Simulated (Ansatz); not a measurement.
## Hypothetical diamond Mg, pressure series

Consider Mg in the diamond structure (space group Fd-3m, No. 227; a hypothetical phase, not in the database extracts checked).

```yaml
crystal:
  lattice:
    - [0.00000, 3.39155, 3.39155]
    - [3.39155, 0.00000, 3.39155]
    - [3.39155, 3.39155, 0.00000]
  atoms:
    - { symbol: Mg, position: [0.75000, 0.75000, 0.75000] }
    - { symbol: Mg, position: [0.50000, 0.50000, 0.50000] }
```

Cell and atoms are relaxed at each pressure.

All numbers come from DFT with PBEsol, PAW potentials and a 420 eV plane-wave cutoff in Ansatz (a quantum-chemistry and plane-wave program), no spin-orbit coupling.

Two rows of this table had their results exchanged by mistake.

```csv
pressure,volume per atom (Å³),shortest distance (Å),band gap
pressure −2 GPa,30.16,2.696,zero
pressure −1 GPa,43.19,3.038,zero
pressure 0.3 GPa,38.07,2.913,zero
pressure 0.7 GPa,36.97,2.885,zero
pressure 1.5 GPa,35.16,2.837,zero
pressure 3 GPa,32.60,2.767,zero
pressure 5 GPa,56.00,3.313,zero
pressure 7.5 GPa,27.97,2.629,zero
pressure 10 GPa,26.29,2.575,zero
```

Task: Which two?

Result: The rows for pressure −2 GPa and pressure 5 GPa: the volume has to fall steadily with pressure, so 56.00 Å³ belongs to pressure −2 GPa and 30.16 Å³ to pressure 5 GPa.

Load acts through the strain it causes; cell and atoms are relaxed under it. Whether these cells are dynamically stable was not tested. No other phases were tried under pressure.
